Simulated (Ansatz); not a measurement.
# Element substitutions in InP

Take InP in the zinc blende structure (space group F-43m, No. 216; a = 5.8782 Å) as the base.

Each row replaces one element on all its sites; cell and atoms are relaxed.

The values are results of PBEsol (Ansatz, an electronic-structure program), without spin-orbit coupling, not measurements.

Base values:

```
Property            Value
---------------  --------
Volume per atom  25.39 Å³
```

Question: The aim is a volume per atom between 36.05 Å³ and 39.27 Å³. Which of these changes reaches it?
A) P → As
B) P → Bi
C) In → Be

Answer: B, P → Bi. It gives 37.94 Å³; In → Be gives 14.84 Å³; P → As gives 28.20 Å³. Changes not listed may reach it too

Stability against distortions was not tested. As relaxed here, BeP is a hypothetical phase, not in the database extracts checked. For InBi in this form, whether it has been made was not checked. All final runs are without spin polarisation. An odd electron count without spin: BeP.
